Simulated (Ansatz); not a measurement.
Data:

```yaml
crystal:
  lattice:
    - [3.43807, 0.00000, 0.00000]
    - [-1.71903, 2.97745, 0.00000]
    - [0.00000, 0.00000, 14.62985]
  atoms:
    - { symbol: Ga, position: [0.33333, 0.66667, 0.66838] }
    - { symbol: Ga, position: [0.66667, 0.33333, 0.16838] }
    - { symbol: Ga, position: [0.66667, 0.33333, 0.33162] }
    - { symbol: Ga, position: [0.33333, 0.66667, 0.83162] }
    - { symbol: S, position: [0.33333, 0.66667, 0.09151] }
    - { symbol: S, position: [0.66667, 0.33333, 0.59151] }
    - { symbol: S, position: [0.66667, 0.33333, 0.90849] }
    - { symbol: S, position: [0.33333, 0.66667, 0.40849] }
```

No spin polarisation.

The values are results of Kohn–Sham DFT with the PBEsol-D3(BJ) functional, run in Ansatz (a quantum-chemistry and plane-wave program) with PAW and 420 eV plane waves, no SOC, not measurements. k-mesh 11×11×3 (Γ-centred); smearing 0.05 eV (Fermi–Dirac).

Question: Predict the gap character and smallest direct gap.

Answer: The gap character comes out as indirect, Γ → K and the smallest direct gap is 2.18 eV.

The cells carry an imposed strain or load. No phonon test of stability was made. The cell was made from GaS in the beta-GaS type structure (space group P6_3/mmc, No. 194; layered, stacked along the Cartesian z axis) by this change: isotropic strain −2.72 %.
